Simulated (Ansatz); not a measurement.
The starting structures come from a database of crystals and need not be the phases stable at ambient conditions.

Inside the gap of an insulator the Bloch states are evanescent, with a wavenumber k + iκ along the transport direction.

Consider the following.

```xyz
16
Lattice="6.2040 0.0000 0.0000 0.0000 7.5667 0.0000 0.0000 0.0000 6.4578" Properties=species:S:1:pos:R:3 pbc="T T T"
Mg     0.0179     3.7834     4.2270
Mg     3.1199     0.0000     2.2308
Si     3.1091     3.7834     2.0802
Si     0.0071     0.0000     4.3775
Cu     6.1620     1.8737     1.1450
Cu     3.0600     1.9097     5.3128
Cu     6.1620     5.6931     1.1450
Cu     3.0600     5.6570     5.3128
S      3.8662     2.0490     1.0438
S      0.7642     1.7344     5.4140
S      3.8662     5.5177     1.0438
S      0.7642     5.8324     5.4140
S      0.9540     3.7834     1.9750
S      4.0560     0.0000     4.4827
S      3.7502     3.7834     4.1374
S      0.6482     0.0000     2.3204
```

Space group of this cell: Pmn2_1. The cell is taken as given; by PBEsol its mean pressure is -2.6 GPa.

Transport runs along the normal of the first two printed cell vectors.

The gap is the functional's own, uncorrected, and κ follows it; spin-orbit coupling is left out. Mid-gap values are interpolated between the computed energies.

Predict the band gap and the smallest decay constant κ at mid-gap from PBEsol (Ansatz, an electronic-structure program).

Gap 1.58 eV on a 6×4×6 mesh; κ = 0.170 1/Å, at the zone centre.
